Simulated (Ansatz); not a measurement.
Cl on the 1x1 (0001) surface of hcp Ti, one in a 1x1 cell, energies for each (7.5 Å²). Energies are against ½ Cl2(g), without zero-point or thermal terms; each row is named by its start.

Calculation: PBE (plane waves to 420 eV, PAW; Ansatz, a first-principles code).

Question: Which site binds most strongly?
A. hollow Ti-Ti-Ti over Ti at depth 2.2 Å
B. hollow Ti-Ti-Ti
C. top Ti

Answer: B, hollow Ti-Ti-Ti. Adsorption energies: hollow Ti-Ti-Ti -2.89 eV; hollow Ti-Ti-Ti over Ti at depth 2.2 Å -2.82 eV; top Ti -1.62 eV.
